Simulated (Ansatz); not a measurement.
Al (fcc), cell Al32, started from the crystal, held near 7 GPa [in the run: it stayed crystalline; mean temperature 309 K (target 300 K)]; MD at a mean temperature of 309 K and a mean pressure of 6.8 GPa, 3.1 ps sampled (in preparation the cell's shape was held), k-points: 2x2x2 mesh shifted by half a step, no spin polarisation or spin-orbit coupling.

Prepared at the same level. On the run's last frame a denser k-mesh moved the forces by 0.074 eV/Å rms, the static pressure by -0.75 GPa and the free energy by -64 meV/atom, which is about how far such values are converged. Warnings of the run: stress scf threshold loose, symmetry auto disabled.

### Question
What first peak of g(r); coordination of Al (bonds up to Al-Al 3.38 Å); Al-Al-Al angle does r2SCAN (Ansatz, a first-principles code) give?

### Answer

| Item | Result |
|---|---|
| first peak of g(r) | 2.77 Å, height 8.1 |
| coordination of Al (bonds up to Al-Al 3.38 Å) | 12.00 (12-fold 100 %) |
| Al-Al-Al angle | mean 98°, spread 36°, most frequent near 58° |
